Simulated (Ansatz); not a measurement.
The reference is AlN in the wurtzite structure (space group P6_3mc, No. 186; a = 3.1138 Å, c = 4.9836 Å).

One thing is altered: a hydrostatic pressure of 0.9 GPa.

Levels (all Ansatz, an electronic-structure program, PAW): PBEsol (420 eV, no SOC); r2SCAN (500 eV, spin-orbit coupling left out); HSE06 (420 eV, scalar-relativistic without spin-orbit coupling).

One geometry, relaxed with PBEsol, under each level:

```tsv
level	band gap	lowest conduction level above the VBM at special points	electron mass	pressure
PBEsol	4.13 eV	Γ 4.13 eV; K 4.90 eV; L 5.19 eV; M 5.68 eV	–	0.90 GPa
r2SCAN	(withheld)	(withheld)	(withheld)	(withheld)
HSE06	5.58 eV	Γ 5.58 eV; K 6.34 eV; L 6.65 eV	–	–
```

Give the withheld r2SCAN results.


- r2SCAN, band gap: 4.86 eV
- r2SCAN, lowest conduction level above the VBM at special points: Γ 4.86 eV; K 5.69 eV; L 5.99 eV; M 6.45 eV
- r2SCAN, electron mass: 0.31 mₑ (at Γ)
- r2SCAN, pressure: -0.25 GPa

Single points use the geometry relaxed with PBEsol. Their cutoffs differ, which shifts pressures a little. Load acts through the strain it causes; cell and atoms are relaxed under it. Masses are band curvatures over ±0.01 Å⁻¹ around the edge. Whether these cells are dynamically stable was not tested.
